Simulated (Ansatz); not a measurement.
Base system: CdSe in the zinc blende structure (space group F-43m, No. 216; a = 6.133 Å). Axes: x, y, z lie along the cube axes.

Calculations: r2SCAN (Ansatz, a first-principles code, PAW, no spin-orbit coupling).

One thing is altered: the cell is scaled by 1.0200 in all directions; the atoms relax in the strained cell.

Predict the stress tensor and what it implies for the stiffness.

Stress of the strained cell less that of the base (GPa, compression positive):
```
  -2.68    0.00    0.00
   0.00   -2.68    0.00
   0.00    0.00   -2.68
```

Then B = −ΔP/(ΔV/V₀) with ΔV/V₀ = 0.0612 gives secant stiffness values (nonlinear terms included at this strain): B ≈ 44 GPa.

As a check, the harmonic strain energy −½ V₀ Δσ:ε is 14 meV/atom; the computed energy rise is 15 meV/atom.

Stability against distortions was not tested.
